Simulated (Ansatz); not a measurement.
The structure below was relaxed with PBEsol, PAW, 420 eV (Ansatz, a quantum-chemistry and plane-wave program; spin-orbit coupling left out).

```xyz
1
Lattice="0.0000 1.9379 1.9379 1.9379 0.0000 1.9379 1.9379 1.9379 0.0000" Properties=species:S:1:pos:R:3 pbc="T T T"
Pd     0.0000     0.0000     0.0000
```

Task: Find the space group and the Wyckoff positions.

Result: Space group Fm-3m (No. 225); a = 3.8758 Å, b = 3.8758 Å, c = 3.8758 Å, α = 90.00°, β = 90.00°, γ = 90.00°

```tsv
atom	site	symmetry	x	y	z
Pd	4a	m-3m	0.0000	0.0000	0.0000
```

Task: Describe the coordination.

Result: The crystal has 4 atoms in its conventional cell. Cell: a = b = c = 3.8758 Å, α = β = γ = 90.00°. Pd has 12 Pd at 2.741 Å (cuboctahedral). (Neighbours: up to the widest gap in distance over summed covalent radii, below 1.35, at either atom.)

Whether these cells are dynamically stable was not tested. The final runs are not spin-polarised. The cell was made from Se by this change: Se → Pd. No dispersion term is included in the PBEsol runs.
